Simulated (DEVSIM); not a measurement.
System: abrupt In0.53Ga0.47As p-n junction, at 300 K.

Layer 1 from the left is In0.53Ga0.47As, thickness (μm) 92.0, Na (cm⁻³) 4.4e15, τn (s) 2.7e-9, τp (s) 2.7e-9. Layer 2 from the left is In0.53Ga0.47As, thickness (μm) 0.460, Nd (cm⁻³) 1.4e14, τn (s) 2.7e-9, τp (s) 2.7e-9.

Left contact: ohmic. Right contact: ohmic. Voltage is applied to the left contact. Recombination: SRH at mid-gap, radiative, Auger. Mobility is constant in doping.

This is a model device: material constants are rounded textbook-type values typed into the input, and sizes, dopings and lifetimes were drawn at random. Values at 300 K.

In0.53Ga0.47As: gap (eV) 0.74, affinity (eV) 4.51, permittivity 13.9, Nc (cm⁻³) 2.1e17, Nv (cm⁻³) 7.7e18, μn (cm²/Vs) 12000, μp (cm²/Vs) 300, B (cm³/s) 9.6e-11, Cn (cm⁶/s) 5e-29, Cp (cm⁶/s) 5e-29.

Simulated with DEVSIM: 1D drift-diffusion, Boltzmann statistics, complete ionisation; no tunnelling, impact ionisation, image-force lowering or self-heating.

What does the simulation give for the potential step across the device at zero bias, the largest field in the device at zero bias, the dark forward voltage at 1 A/cm²?

potential step across the device at zero bias 0.358 V; largest field in the device at zero bias 6900 V/cm; dark forward voltage at 1 A/cm² 0.241 V.
